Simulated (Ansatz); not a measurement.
For CsCl-type YCu (structure not from a measured cell), PBEsol (Ansatz, a first-principles code, plane waves, PAW) gives:

| Property | Result |
|---|---|
| lattice parameter a | 3.424 Å |
| bulk modulus | 78.3 GPa |
| cohesive energy | 4.57 eV/atom |

Question: What does r²SCAN (Ansatz, PAW) give for the same quantities?

Answer: 
- lattice constant a: 3.463 Å (rises by 1.1 %)
- bulk modulus: 74.9 GPa (decreases by 4.3 %)
- cohesive energy: 4.23 eV/atom (falls by 0.34 eV/atom)

Changes are worked out from the printed values.

Unless a cell is named, each level is at its own relaxed cell (PBEsol 20.08, r²SCAN 20.77 Å³/atom).

The crystal itself was run without spin with r²SCAN; a magnetic state was not tried in these runs.

Caveats: the bulk modulus is −V dP/dV from two relaxed cells at ±2 % in volume (PBEsol, r²SCAN); the relaxation could not lower the start's symmetry, so the cell can be a saddle point above a distorted one (PBEsol, r²SCAN). Ansatz's density-functional and Hartree–Fock values are scalar-relativistic unless marked +SOC, with PAW data made under PBE.
